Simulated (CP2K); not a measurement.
A self-consistent single point of CdPd (P1, 2 atoms in the cell) with CP2K.

Method of the run: PBEsol, GPW, DZVP-MOLOPT-SR-GTH basis, GTH-PBE potentials (GTH_POTENTIALS) in CP2K.

```
CELL_PARAMETERS angstrom
      3.03726     0.00000     0.00000
      0.00000     3.03726     0.00000
      0.00000     0.00000     3.69349
ATOMIC_POSITIONS crystal
  Cd 0.98910 0.00840 0.99958
  Pd 0.51090 0.49160 0.50042
```

Reference input (self-consistent single point, DFT LDA (Pade form), GPW, DZVP-MOLOPT-SR-GTH basis, GTH-PADE potentials (GTH_POTENTIALS)): CUTOFF = 500 Ry; REL_CUTOFF = 40 Ry; SMEAR/METHOD = FERMI_DIRAC; ELECTRONIC_TEMPERATURE = 1160.45 K; KPOINTS/SCHEME = MONKHORST-PACK 9 9 8; GAMMA_CENTERED = T; XC_FUNCTIONAL = PADE; Cd/BASIS_SET = DZVP-MOLOPT-SR-GTH-q12; Cd/POTENTIAL = GTH-PADE-q12; Pd/BASIS_SET = DZVP-MOLOPT-SR-GTH-q18; Pd/POTENTIAL = GTH-PADE-q18; METHOD = GPW. This run's input differs from it in these lines:

```diff
@@ -44,3 +44,6 @@
     &XC
-      &XC_FUNCTIONAL PADE
+      &XC_FUNCTIONAL
+        &PBE
+          PARAMETRIZATION PBESOL
+        &END PBE
       &END XC_FUNCTIONAL
@@ -74,3 +77,3 @@
       BASIS_SET DZVP-MOLOPT-SR-GTH-q12
-      POTENTIAL GTH-PADE-q12
+      POTENTIAL GTH-PBE-q12
     &END KIND
@@ -78,3 +81,3 @@
       BASIS_SET DZVP-MOLOPT-SR-GTH-q18
-      POTENTIAL GTH-PADE-q18
+      POTENTIAL GTH-PBE-q18
     &END KIND
```

Log, with long lists cut:

```
 SCF WAVEFUNCTION OPTIMIZATION

  Step     Update method      Time    Convergence         Total energy    Change
     1 NoMix/Diag. 0.20E+00      -     0.80436360      -173.4023897684 -1.73E+02
     2 Broy./Diag. 0.20E+00      -     0.10749239      -177.1485565442 -3.75E+00
     3 Broy./Diag. 0.20E+00      -     0.13811148      -175.2919024530  1.86E+00
     4 Broy./Diag. 0.20E+00      -     0.03750328      -173.2861626531  2.01E+00
     5 Broy./Diag. 0.20E+00      -     0.03410424      -173.0602431321  2.26E-01
     6 Broy./Diag. 0.20E+00      -     0.00431425      -173.1113988167 -5.12E-02
   [... 6 lines left out ...]
    13 Broy./Diag. 0.20E+00      -     0.00002338      -173.1330206564 -1.35E-04
    14 Broy./Diag. 0.20E+00      -     0.00000225      -173.1330184563  2.20E-06
    15 Broy./Diag. 0.20E+00      -     0.00000392      -173.1329995523  1.89E-05
    16 Broy./Diag. 0.20E+00      -     0.00000066      -173.1329974308  2.12E-06
  *** SCF run converged in    16 steps ***

  Overlap energy of the core charge distribution:               0.00000000001101
  Self energy of the core charge distribution:               -296.78123459172889
  Core Hamiltonian energy:                                     76.70410837815305
  Hartree energy:                                              66.00244001321030
  Exchange-correlation energy:                                -19.05758835297636
  Electronic entropic energy:                                  -0.00072287725027
  Fermi energy:                                                 0.41029549727164

  Total energy:                                              -173.13299743080844
  Total energy (extrapolated to T->0):                       -173.13263599218331

   [... lines left out ...]

 STRESS| Analytical stress tensor [bar]
 STRESS|                        x                   y                   z
 STRESS|      x       -1.61614220770E+04  -2.20887908680E+03   2.31643858448E+02
 STRESS|      y       -2.20887908680E+03  -1.53928230518E+04  -1.79882704829E+02
 STRESS|      z        2.31643858448E+02  -1.79882704829E+02  -1.20569165529E+04
 STRESS| 1/3 Trace                                            -1.45370538939E+04
```

The run converged in 16 iterations. Against the reference run the pressure goes from -7.38 to -1.45 GPa and the largest force goes from 0.326 to 0.363 eV/Å.

The starting cell comes from a database of computed structures (which also holds hypothetical and non-ambient phases and stackings), without a prior relaxation at this level. Its atoms were displaced at random from the sites of space group no. 123. Spin polarisation is off. Values carry the incompleteness of an atom-centred basis. The potentials were made for another functional than the one used.

Cost on one core of a shared machine: roughly 90 s.
